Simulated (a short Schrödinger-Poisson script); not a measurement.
Structure: MOS inversion layer, HfO2 on p-type Si(100), at 300 K.

From the gate side: 13.1 nm HfO2; 410 nm Si, acceptors 1.1e18 cm⁻³.

The device is made up for the run: typed textbook-type constants, with dimensions and the other settings drawn at random. HfO2: permittivity 22, conduction-band edge (eV) 1.55, gap (eV) 5.7, electron mass (mₑ) 0.2. Si: permittivity 11.7, conduction-band edge (eV) 0, gap (eV) 1.124, Nv at 300 K (cm⁻³) 3.1e19.

Channel valleys (confinement mass, in-plane density-of-states mass, number): Δ2 0.916, 0.19, 2; Δ4 0.19, 0.417, 4. At the gate the conduction-band edge of layer 1 lies 1.62 eV − eVg above the Fermi level of the channel; the field vanishes at the back. Gaps are held at their typed values at every temperature. Mesh 0.03 nm at interfaces.

From a short Schrödinger-Poisson script (our own, NumPy): 1D Poisson equation in equilibrium, electrons quantum, Hartree (BenDaniel-Duke, 12 states a valley, the channel's in-plane mass for all, wave functions ending at the dielectric), parabolic valleys, classical holes, full ionisation, no traps, pinning or gate leakage.

```csv
Vg (V),electrons (cm⁻²),C (μF/cm²),Δ2 E0 (meV from the Fermi level),Δ4 E0 (meV from the Fermi level)
0.4,4.26e9,0.273,183.4,262.0
0.5,7.03e10,0.467,110.3,191.4
0.6,4.10e11,0.871,63.5,147.3
0.7,9.81e11,1.05,39.1,125.9
0.8,1.65e12,1.13,23.7,113.3
0.9,2.35e12,1.17,12.3,104.7
1,3.09e12,1.20,3.0,98.2
1.1,3.83e12,1.22,-4.9,93.0
1.2,4.59e12,1.23,-12.0,88.6
1.3,5.36e12,1.24,-18.4,84.7
1.4,6.14e12,1.25,-24.4,81.3
1.5,6.91e12,1.26,-30.1,78.2
1.6,7.70e12,1.26,-35.4,75.3
1.7,8.49e12,1.27,-40.6,72.7
1.8,9.28e12,1.27,-45.6,70.2
1.9,1.01e13,1.28,-50.4,67.8
```

Gate voltages with under 1e9 electrons/cm² are left out.

At Vg = 1.9 V the lowest Δ2 subband lies at -50.4 meV from the Fermi level. How many electrons does it hold, and what share of all?

The two-dimensional density of states is g m/(πħ²) = 1.59e11 cm⁻² meV⁻¹ (both spins), kT = 25.9 meV, so n = D kT ln(1 + exp(−E/kT)) = 8.55e12 cm⁻², 0.85 of the 1.01e13 cm⁻² in all.

Compare the slope of the sheet density between 1.7 and 1.9 V with the geometric capacitance of the layers between gate and channel.

q Δn/ΔV = 1.29 μF/cm²; ε0/Σ(t/ε) = 1.49 μF/cm². The ratio is 0.87: the channel acts as a further capacitance in series.
